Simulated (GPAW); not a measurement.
A short convergence ladder for CoSi₂ (Fm-3m, 3 atoms in the cell)

```yaml
crystal:
  lattice:
    - [0.00000, 2.67196, 2.67196]
    - [2.67196, 0.00000, 2.67196]
    - [2.67196, 2.67196, 0.00000]
  atoms:
    - { symbol: Co, position: [0.00000, 0.00000, 0.00000] }
    - { symbol: Si, position: [0.25000, 0.25000, 0.25000] }
    - { symbol: Si, position: [0.75000, 0.75000, 0.75000] }
```

Base method: PBEsol, GPAW PAW datasets PBEsol (made by gpaw-setup) (plane waves; GPAW 25.7.0).

Base settings: mode = pw; ecut = 800 eV; xc = PBEsol; kpts = 5 5 5; mesh shift (steps) = 0 0 0; occupations.name = fermi-dirac; occupations.width = 0.1 eV; nbands = -11; convergence.forces = 0.001 eV/Å; symmetry.symmorphic = false.

The count of work is k-points × plane waves × bands × iterations; it is no time. Core times come from one kind of shared machine, to one figure; runs under 30 s give none.

**The size of a vacancy's supercell**

On CoSi₂ (Fm-3m, 6 atoms in the cell), and larger cells.

Steps: 2 x 1 x 1 supercell, one Si atom taken out, nothing relaxed; 2 x 2 x 1 supercell, one Si atom taken out, nothing relaxed; and so on, with the mesh thinned in proportion.

Only quantities that move along the ladder and can be compared are tabulated.

```csv
atoms,energy of the cell with the vacancy less the whole one (holds the removed atom on the program's zero: only its change counts) (eV),count of work / last,core time / last (rough)
6,8.362,0.32,0.2
12,8.439,0.87,0.6
24,8.495,1.0,1
```

Smallest size that holds the energy of the cell with the vacancy less the whole one (holds the removed atom on the program's zero: only its change counts) within 0.1 eV: not settled: the last two steps still differ by 0.056 eV, over half the tolerance, so the ladder does not show it.

On the base run: the starting cell has typed, rounded lattice constants, without a prior relaxation at this level. Its lattice was rescaled by up to half a per cent. Spin polarisation is off. Without a gap this mesh is coarse (it stands for a supercell whose shortest vector is 19 Å).
